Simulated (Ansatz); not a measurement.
Data:

End structure of Li on the 1x1 (111) surface of fcc Au (the real clean face reconstructs), one in a 2x2 cell, started at the site 'bridge Au-Au (span 2.9 Å)':

```yaml
crystal:
  lattice:
    - [5.87918, 0.00000, 0.00000]
    - [-2.93959, 5.09152, 0.00000]
    - [0.00000, 0.00000, 26.50000]
  atoms:
    - { symbol: Au, position: [0.16667, 0.33333, 0.36414] }
    - { symbol: Au, position: [0.16667, 0.83333, 0.36414] }
    - { symbol: Au, position: [0.66667, 0.33333, 0.36414] }
    - { symbol: Au, position: [0.66667, 0.83333, 0.36414] }
    - { symbol: Au, position: [0.33333, 0.16667, 0.45529] }
    - { symbol: Au, position: [0.33333, 0.66667, 0.45529] }
    - { symbol: Au, position: [0.83333, 0.16667, 0.45529] }
    - { symbol: Au, position: [0.83333, 0.66667, 0.45529] }
    - { symbol: Au, position: [0.99782, 0.99891, 0.54517] }
    - { symbol: Au, position: [0.99876, 0.49938, 0.54420] }
    - { symbol: Au, position: [0.49950, 0.99897, 0.54518] }
    - { symbol: Au, position: [0.49950, 0.50053, 0.54518] }
    - { symbol: Au, position: [0.16231, 0.33443, 0.63717] }
    - { symbol: Au, position: [0.16231, 0.82788, 0.63717] }
    - { symbol: Au, position: [0.66941, 0.33470, 0.63710] }
    - { symbol: Au, position: [0.66443, 0.83221, 0.64015] }
    - { symbol: Li, position: [0.33140, 0.16570, 0.70936] }
```

Slab: 17 atoms, 7.2 Å thick at the start under the adsorbate (thin: gaps and levels are the slab's own); k 6x6x1, smearing 0.1 eV, dipole-corrected; 8 atoms held, the rest relaxed; symmetry of the start imposed; no spin, no spin-orbit, no U, no dispersion correction. At the end it is bonded to 3 Au. In PBE it is, or lies within 0.03 eV of, the lowest of the starts that converged.

A negative adsorption energy means that the adsorbate is more stable on the surface than in its reference.

Problem. What adsorption energy against an atom of bcc Li does PBE (Ansatz, an electronic-structure program) give?

Solution. -0.84 eV

Problem. Estimate the work function of the top face that PBE returns for this input.

Solution. 2.41 eV

Problem. What is the computed change of the work function (PBE)?

Solution. -2.72 eV

Problem. Estimate the change of the step from the bottom to the top vacuum level, against the clean slab that PBE returns for this input.

Solution. -2.73 eV
